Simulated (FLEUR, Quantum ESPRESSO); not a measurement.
A FLEUR input for a self-consistent single point of NiBi (P6_3/mmc, 4 atoms in the cell) (DFT, LDA (Vosko-Wilk-Nusair), all-electron FLAPW (FLEUR), scalar-relativistic valence):

Input of the input generator:

```
NiBi FLAPW
&input film=f /
7.6759468326 -0.0000000596 0.0000000000
-3.8379733647 6.6475649850 0.0000000000
0.0000000000 0.0000000000 9.7745970413
1.0
1.0 1.0 1.0

4
28 0.0000000000 0.0000000000 0.5000000000
28 0.0000000000 0.0000000000 -0.0000000000
83 0.3333333333 0.6666666667 0.2500000000
83 0.6666666667 0.3333333333 0.7500000000

&comp jspins=1 /
&exco xctyp='vwn' /
&kpt div1=10 div2=10 div3=7 gamma=t /
&end /
```

```xml
<?xml version="1.0" encoding="UTF-8" standalone="no"?>
<fleurInput fleurInputVersion="0.39">
   <comment>
      NiBi FLAPW                                                                                          
   </comment>
   <calculationSetup>
      <cutoffs Kmax="4.1" Gmax="16.4" GmaxXC="16.4" numbands="0"/>
      <scfLoop itmax="80" minDistance="0.00001" maxIterBroyd="99" imix="Anderson" alpha="0.05" precondParam="0.0" spinf="2.0"/>
      <coreElectrons ctail="T" frcor="F" kcrel="0" coretail_lmax="0"/>
      <xcFunctional name="vwn" relativisticCorrections="F"/>
      <magnetism jspins="1"/>
      <soc l_soc="F" theta="0.0" phi="0.0" spav="F"/>
      <expertModes spex="0" secvar="F"/>
      <geometryOptimization l_f="T" forcealpha="1.0" forcemix="BFGS" epsdisp="0.00001" epsforce="0.00001"/>
      <ldaU l_linMix="F" mixParam="0.05" spinf="1.0"/>
   </calculationSetup>
   <cell>
      <bzIntegration valenceElectrons="62.0" mode="hist" fermiSmearingEnergy="0.00367493">
         <kPointListSelection listName="default-1"/>
         <!-- k-points included here -->
         <xi:include xmlns:xi="http://www.w3.org/2001/XInclude" href="kpts.xml"> </xi:include>
      </bzIntegration>
      <!-- symmetry operations included here -->
      <xi:include xmlns:xi="http://www.w3.org/2001/XInclude" href="sym.xml"> </xi:include>
      <bulkLattice scale="1.0">
         <bravaisMatrix>
            <row-1>    7.6759468326000002    -0.0000000596000000     0.0000000000000000</row-1>
            <row-2>   -3.8379733646999998     6.6475649849999998     0.0000000000000000</row-2>
            <row-3>    0.0000000000000000     0.0000000000000000     9.7745970412999998</row-3>
         </bravaisMatrix>
      </bulkLattice>
   </cell>
   <atomSpecies>
      <species name="Nickel (Ni)" element="Ni" atomicNumber="28">
         <mtSphere radius="2.28" gridPoints="787" logIncrement="0.016"/>
         <atomicCutoffs lmax="8" lnonsphr="6"/>
         <electronConfig flipSpins="F">
            <coreConfig>(1s1/2) (2s1/2) (2p1/2) (2p3/2) (3s1/2)</coreConfig>
            <valenceConfig>(3p1/2) (3p3/2) (4s1/2) (3d3/2) (3d5/2)</valenceConfig>
            <stateOccupation state="(3d3/2)" spinUp="1.6" spinDown="1.6"/>
            <stateOccupation state="(3d5/2)" spinUp="2.4" spinDown="2.4"/>
         </electronConfig>
         <energyParameters s="4" p="4" d="3" f="4"/>
         <lo type="SCLO" l="1" n="3" eDeriv="0"/>
      </species>
      <species name="Bismuth (Bi)" element="Bi" atomicNumber="83">
         <mtSphere radius="2.44" gridPoints="843" logIncrement="0.016"/>
         <atomicCutoffs lmax="10" lnonsphr="8"/>
         <electronConfig flipSpins="F">
            <coreConfig>(1s1/2) (2s1/2) (2p1/2) (2p3/2) (3s1/2) (3p1/2) (3p3/2) (4s1/2) (3d3/2) (3d5/2) (4p1/2) (4p3/2) (5s1/2) (4d3/2) (4d5/2) (5p1/2) (5p3/2) (4f5/2) (4f7/2)</coreConfig>
            <valenceConfig>(6s1/2) (5d3/2) (5d5/2) (6p1/2) (6p3/2)</valenceConfig>
            <stateOccupation state="(6p1/2)" spinUp="0.5" spinDown="0.5"/>
            <stateOccupation state="(6p3/2)" spinUp="1.0" spinDown="1.0"/>
         </electronConfig>
         <energyParameters s="6" p="6" d="6" f="5"/>
         <lo type="SCLO" l="2" n="5" eDeriv="0"/>
      </species>
   </atomSpecies>
   <atomGroups>
      <atomGroup species="Nickel (Ni)">
         <relPos label="                   1">.0000000000 .0000000000 1.000/2.000</relPos>
         <relPos label="                   2">.0000000000 .0000000000 .0000000000</relPos>
         <force calculate="T" relaxXYZ="TTT"/>
      </atomGroup>
      <atomGroup species="Bismuth (Bi)">
         <relPos label="                   3">1.000/3.000 -1.000/3.000 1.000/4.000</relPos>
         <relPos label="                   4">-1.000/3.000 1.000/3.000 -1.000/4.000</relPos>
         <force calculate="T" relaxXYZ="TTT"/>
      </atomGroup>
   </atomGroups>
   <output dos="F" band="F" slice="F">
      <checks vchk="F" cdinf="F"/>
      <bandDOS minEnergy="-.5*Htr" maxEnergy="0.5*Htr" sigma="0.015" storeEVData="T"/>
      <vacuumDOS vacdos="F" integ="F" star="F" nstars="0" locx1="0.0" locy1="0.0" locx2="0.0" locy2="0.0" nstm="0" tworkf="0.0"/>
      <unfoldingBand unfoldBand="F" supercellX="1" supercellY="1" supercellZ="1"/>
      <plotting iplot="0" polar="F">
         <plot TwoD="T" vec1="  1.0  0.0  0.0" vec2="  0.0  1.0  0.0" vec3="  0.0  0.0  1.0" zero="  0.0  0.0  0.0" file="plot"/>
      </plotting>
      <chargeDensitySlicing numkpt="0" minEigenval="0.0" maxEigenval="0.0" nnne="0" pallst="F"/>
      <specialOutput eonly="F"/>
      <magneticCircularDichroism mcd="F" energyLo="-10.0" energyUp="0.0"/>
   </output>
  <!-- We include the file relax.xml here to enable relaxations (see documentation) -->
  <xi:include xmlns:xi="http://www.w3.org/2001/XInclude" href="relax.xml"> <xi:fallback/> </xi:include>
</fleurInput>
```

Q: Give the Quantum ESPRESSO input for the same structure, mesh, smearing and functional.

A: This is the input that was run; spellings and numerical settings could be chosen otherwise.

```fortran
&CONTROL
  calculation = 'scf'
  prefix = 'nibi'
  outdir = './work'
  pseudo_dir = './'
  tprnfor = .true.
  tstress = .true.
/
&SYSTEM
  ibrav = 0
  nat = 4
  ntyp = 2
  ecutwfc = 50
  ecutrho = 500
  occupations = 'smearing'
  smearing = 'fermi-dirac'
  degauss = 0.0073499
/
&ELECTRONS
  conv_thr = 1.0e-11
  mixing_beta = 0.4
/
ATOMIC_SPECIES
Ni    58.6934  Ni.pz-n-kjpaw_psl.1.0.0.UPF
Bi   208.9804  Bi.pz-dn-kjpaw_psl.1.0.0.UPF
ATOMIC_POSITIONS {bohr}
Ni    0.00000000    0.00000000    4.88729852
Ni    0.00000000    0.00000000    0.00000000
Bi    0.00000000    4.43170997    2.44364926
Bi    3.83797342    2.21585498    7.33094778
K_POINTS {automatic}
10 10 7  0 0 0
CELL_PARAMETERS {angstrom}
   4.06193614     0.00000000     0.00000000
  -2.03096807     3.51773988     0.00000000
   0.00000000     0.00000000     5.17249400
```

Basis settings and potentials, where a program has them, do not carry over. This input uses DFT, LDA (PZ), plane waves, PSlibrary PAW (LDA) pseudopotentials. LDA parametrisations can differ slightly between programs.

The starting cell comes from a database of computed structures (which also holds hypothetical and non-ambient phases and stackings), without a prior relaxation at this level. Its lattice was rescaled by a random factor within 2.5 % of one.
